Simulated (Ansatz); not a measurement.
# Hypothetical Fm-3m WSe2: tensor shear ε_xz = −2.75 %

The reference is WSe$_{2}$ (space group Fm-3m, No. 225; a = 6.261 Å; ferromagnetic; a hypothetical phase, not in the database extracts checked; relaxed with 0.1 eV smearing). Axes: x, y, z lie along the cube axes.

It is then changed as follows: a pure shear with ε_xz = ε_zx = -0.0275; the atoms relax in the strained cell.

The values are results of Kohn–Sham DFT with the r2SCAN functional, run in Ansatz (a first-principles code) with PAW and 500 eV plane waves, without spin-orbit coupling, not measurements. k-mesh 16×16×16 (Γ-centred); smearing 0.1 eV (Fermi–Dirac).

The space group changes from Fm-3m (No. 225) to Immm (No. 71) and the shortest interatomic distance drops by 0.029 Å, from 2.711 Å to 2.682 Å. The pressure (mean of the normal stresses, compression positive) stays essentially unchanged (0.0 GPa against 0.1 GPa) and the band gap remains zero. The magnetic state stays ferromagnetic and the largest site moment stays essentially unchanged (1.41 μB against 1.39 μB). The largest internal atomic displacement comes out as 0.035 Å and the stress (xx, yy, zz, yz, xz, xy; compression positive) amounts to (-0.1, 0.5, -0.1, 0.0, 1.8, 0.0) GPa.

The magnetic state is the one reached from the starting moments; the real material's order can differ, and small cells can't hold many antiferromagnetic ones. Whether these cells are dynamically stable was not tested.
